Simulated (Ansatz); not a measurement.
We consider MgO (Pm-3n, No. 223, 12 atoms in the cell; start mp-1101930; a measured phase of this formula has another space group), described by r²SCAN in Ansatz (plane waves, PAW).

Run with plane-wave cutoff 560 eV, 6×6×6 k mesh, Fermi–Dirac smearing 0.01 eV, scalar-relativistic PAW data made under PBE.

Cell (relaxed with PBEsol):

MgO is modelled in the cubic space group Pm-3n (No. 223), Pearson symbol cP12. Cell: a = b = c = 5.590 Å, α = β = γ = 90.00°. Mg on 6c is coordinated by 4 O at 1.977 Å. O on 6d has 4 Mg at 1.977 Å. (Neighbours: up to the widest gap in distance over summed covalent radii, below 1.35, at either atom; cation-cation and far metal-metal contacts left out.)

Problem. What does this level give for the band gap?

Solution. 
- band gap = 3.38 eV (direct)

Note: cell and atoms aren't relaxed at this level (pressure -0.8 GPa).

Computed values are for the static lattice.

A start named mp-… is a Materials Project structure, which need not be a measured phase.

Ansatz is a quantum-chemistry and plane-wave program.
